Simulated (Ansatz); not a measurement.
Hypothetical CdI2 type CeO2, pressure series

Start from CeO$_{2}$ in the CdI2 type structure (space group P-3m1, No. 164; a = 3.601 Å, c = 4.525 Å; a hypothetical phase, not in the database extracts checked).

Cell and atoms are relaxed at each pressure.

The values are results of DFT with PBE-D3(BJ), PAW potentials and a 420 eV plane-wave cutoff in Ansatz (a program for electronic structure), spin-orbit coupling left out, not measurements.

| case | lattice parameter a | band gap | smallest direct gap |
|---|---|---|---|
| base | 3.601 Å | 2.25 eV | 2.40 eV |
| pressure 0.3 GPa | 3.599 Å | 2.24 eV | 2.38 eV |
| pressure 0.7 GPa | 3.596 Å | 2.22 eV | 2.37 eV |
| pressure 1.5 GPa | 3.591 Å | 2.19 eV | 2.34 eV |
| pressure 5 GPa | 3.574 Å | 2.10 eV | 2.25 eV |
| pressure 7.5 GPa | 3.564 Å | 2.05 eV | 2.20 eV |
| pressure 10 GPa | 3.556 Å | 2.01 eV | 2.17 eV |

Load acts through the strain it causes; cell and atoms are relaxed under it. No phonon test of stability was made. Competing high-pressure phases were not computed. Starting moments died away, wholly or in part, for the base; another magnetic solution may exist. The final runs are not spin-polarised.
